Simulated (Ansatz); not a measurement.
Here is the system:

```xyz
3
Lattice="-0.0057 3.1630 3.1630 3.1574 0.0000 3.1574 3.1630 3.1630 -0.0057" Properties=species:S:1:pos:R:3 pbc="T T T"
Si     0.0000     0.0000     0.0000
Mg     1.5787     1.5834     1.5787
Mg     4.7360     4.7427     4.7360
```

No spin polarisation.

Calculations: Kohn–Sham DFT with the PBEsol functional, run in Ansatz (an electronic-structure program) with PAW and 420 eV plane waves, spin-orbit coupling left out. k-mesh 13×13×13 (Γ-centred); smearing 0.05 eV (Fermi–Dirac).

Predict the band gap and smallest direct gap.

Band gap: 0.10 eV
Smallest direct gap: 1.86 eV

The cells carry an imposed strain or load. Whether these cells are dynamically stable was not tested. The cell was made from Mg$_{2}$Si (space group Fm-3m, No. 225) by this change: tensor shear ε_xz = −0.18 %. A zero or small gap of Mg2Si can be the functional's error rather than a property of the material.
